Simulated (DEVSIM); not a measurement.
Structure: abrupt Si p-n junction, at 350 K.

Layer 1 from the left is Si, thickness (μm) 0.150, Na (cm⁻³) 1.5e19, τn (s) 1.5e-7, τp (s) 1.5e-7. Layer 2 from the left is Si, thickness (μm) 0.740, Nd (cm⁻³) 4.9e17, τn (s) 1.5e-7, τp (s) 1.5e-7.

Left contact: ohmic. Right contact: ohmic. Voltage is applied to the left contact. Recombination: SRH at mid-gap. Mobility is constant in doping.

Constants are typed, rounded textbook-type inputs, not results; the design itself was drawn at random and stands for no fabricated device. Values at 300 K; Nc and Nv go as T^1.5, mobilities as T to minus their exponent, the gap by Varshni's rule with the affinity fixed.

Si: gap (eV) 1.124, affinity (eV) 4.05, permittivity 11.7, Nc (cm⁻³) 2.86e19, Nv (cm⁻³) 3.1e19, μn (cm²/Vs) 1417, μp (cm²/Vs) 470, T exponent of μn 2.3, T exponent of μp 2.2, Varshni α (eV/K) 0.000473, Varshni β (K) 636.

Question: Estimate by hand the built-in potential, the peak field at zero bias, and compare with a numerical solution.

Answer: 
- Built-in potential: ni = √(Nc Nv) exp(−Eg/2kT) = 3.78e11 cm⁻³ with Eg = 1.111 eV; Vbi = kT/q ln(Na Nd/ni²) = 0.952 V; numerical 0.952 V.
- Peak field at zero bias: depletion approximation: W = √(2εVbi/(qN)) = 0.0509 μm with N = 4.74e17 cm⁻³; field = 2Vbi/W = 374000 V/cm; numerical 393000 V/cm (estimate below by 4.9 %).

Simulated with DEVSIM: 1D drift-diffusion, Boltzmann statistics, complete ionisation; no tunnelling, impact ionisation, image-force lowering or self-heating.
